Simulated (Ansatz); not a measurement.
Take MgS in the rock salt structure (space group Fm-3m, No. 225; a = 5.182 Å) as the base.

The values are results of Ansatz (a first-principles code), PBEsol, PAW, cutoff 420 eV, without spin-orbit coupling, not measurements.

For the base:

The hole mass comes out as 0.25, 0.92, 0.92 mₑ (at Γ) and the lattice parameter a is 5.182 Å. The band gap is 2.73 eV. The width of the top valence band is 2.43 eV.

It is then changed as follows: a hydrostatic pressure of 10 GPa.

Problem. What happens to the hole mass?

Solution. The hole mass (degenerate bands, along [100]) goes from 0.25, 0.92, 0.92 mₑ (at Γ) to 0.27, 0.82, 0.82 mₑ (at Γ).

Problem. What does the calculation give for the lattice parameter a after the change?

Solution. The lattice parameter a falls by 0.176 Å, from 5.182 Å to 5.006 Å.

Problem. What does the calculation give for the band gap after the change?

Solution. The band gap goes up by 0.198 eV (2.73 eV → 2.92 eV).

Problem. What does the calculation give for the width of the top valence band after the change?

Solution. The width of the top valence band goes up by 0.31 eV to 2.74 eV.

Load acts through the strain it causes; cell and atoms are relaxed under it. Masses are band curvatures over ±0.01 Å⁻¹ around the edge. Stability against distortions was not tested. Competing high-pressure phases were not computed.
